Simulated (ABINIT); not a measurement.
## Short convergence ladders for InSe (Cm, 4 atoms in the cell)

```xyz
4
Lattice="5.8555 -2.0649 0.0000 5.8555 2.0649 0.0000 -1.7318 0.0000 4.7952" Properties=species:S:1:pos:R:3 pbc="T T T"
In    -0.3414     0.0000     4.6206
In    10.3206     0.0000     0.2246
Se     3.3976     0.0000     1.5874
Se     6.5816     0.0000     3.2078
```

Base method: PBEsol, PAW (JTH v2.0 PBE PAW, files made for PBE) (plane waves; ABINIT).

Base settings: pseudos = [In.GGA_PBE-JTH.xml, Se.GGA_PBE-JTH.xml]; ecut = 40 Ry; pawecutdg = 80 Ry; pawxcdev = 0; ixc = -116133; occopt = 1; ngkpt = 3 3 3; nshiftk = 1; shiftk = 0 0 0; potentials = JTH v2.0 PBE PAW.

The count of work is k-points × plane waves × bands × iterations; it is no time. 

**The k-point mesh**

The second cell is the first with its lattice scaled by 0.98.

Only quantities that move along the ladder and can be compared are tabulated.

```tsv
ngkpt	free energy less the last step's (meV/atom)	energy of the compressed cell less the first (meV/atom)	pressure (GPa)	largest difference of a force vector from the last step's (eV/Å)	gap on the mesh (eV)	count of work / last
2 2 1	279.53	21.79	0.04	0.276	1.409	0.011
3 3 2	10.89	-3.54	-2.20	0.183	1.443	0.065
3 3 3	21.40	-1.83	-2.04	0.090	1.275	0.073
5 5 4	0.97	-4.32	-2.26	0.005	1.045	0.26
6 6 5	0.16	-4.39	-2.26	0.001	1.282	0.47
8 8 7	0.00	-4.40	-2.26	0.000	1.112	1.0
```

Coarsest ngkpt that holds the forces within 0.02 eV/Å of the last step, with all finer ones: 5 5 4, at 0.26 of the last step's count of work; the step before is off by 0.090 eV/Å.

Coarsest ngkpt that holds the energy of the compressed cell less the first within 0.5 meV/atom of the last step, with all finer ones: 5 5 4, at 0.26 of the last step's count of work; the step before is off by 2.6 meV/atom.

Coarsest ngkpt that holds the free energy within 2 meV/atom of the last step, with all finer ones: 5 5 4, at 0.26 of the last step's count of work; the step before is off by 21 meV/atom.

The gap on the mesh jumps up and down from mesh to mesh; it is no smooth measure of convergence.

**The width of Fermi-Dirac smearing**

In this ladder: occopt = 3; nband = 25.

The mesh stays at the base's, so the ladder's end is converged at best in this setting alone.

Only quantities that move along the ladder and can be compared are tabulated; the gap is left out on so coarse a mesh.

```csv
tsmear,free energy less the last step's (meV/atom),pressure (GPa),largest difference of a force vector from the last step's (eV/Å)
0.0183747 Ha,-61.51,-1.11,0.218
0.00734986 Ha,-1.22,-2.00,0.014
0.00367493 Ha,-0.02,-2.04,0.000
0.00073499 Ha,0.00,-2.04,0.000
```

Widest tsmear that holds the free energy within 2 meV/atom of the last step, with all finer ones: 0.00734986 Ha; the step before is off by 62 meV/atom.

Widest tsmear that holds the pressure within 0.05 GPa of the last step, with all finer ones: 0.00734986 Ha; the step before is off by 0.93 GPa.

Widest tsmear that holds the forces within 0.02 eV/Å of the last step, with all finer ones: 0.00734986 Ha; the step before is off by 0.22 eV/Å.

On the base run: the starting cell comes from a database of computed structures (which also holds hypothetical and non-ambient phases and stackings), without a prior relaxation at this level. Its lattice was rescaled by up to half a per cent. One atom was moved a little off its site on purpose. The potentials were made for another functional than the one used. Another mesh or the band path of this cell gives a smaller gap, so this value is not converged in the mesh.

Left out of this page: 1 run of the series failed or unconverged.
